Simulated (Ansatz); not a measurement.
Fluorite PbF₂ (high-temperature phase), treated with B3LYP (VWN-RPA form) (PAW; Ansatz, a first-principles code).

Numerical settings: plane-wave cutoff 520 eV, 6×6×6 k mesh, scalar-relativistic PAW data made under PBE.

Computed at the level's own relaxed cell.

Hill averages of the elastic tensor: K = 68.3 GPa, G = 24.3 GPa. Volume 18.028 Å³/atom, mean atomic mass 81.732 u.

Question: Work out the density, the sound velocities of a polycrystal and the elastic Debye temperature at this level.

Answer: ρ = 1.66054 × 81.732/18.028 = 7.528 g/cm³. v_l = √[(K + 4G/3)/ρ] = 3.657 km/s and v_t = √(G/ρ) = 1.797 km/s. The mean follows from 3/v_m³ = 1/v_l³ + 2/v_t³: v_m = 2.018 km/s. Θ_D = (ħ/k_B) v_m (6π²/V)^(1/3) = 76.38 K Å s/km × 2.018 × 1.4865 Å⁻¹ = 229 K, counting all atoms of the cell.
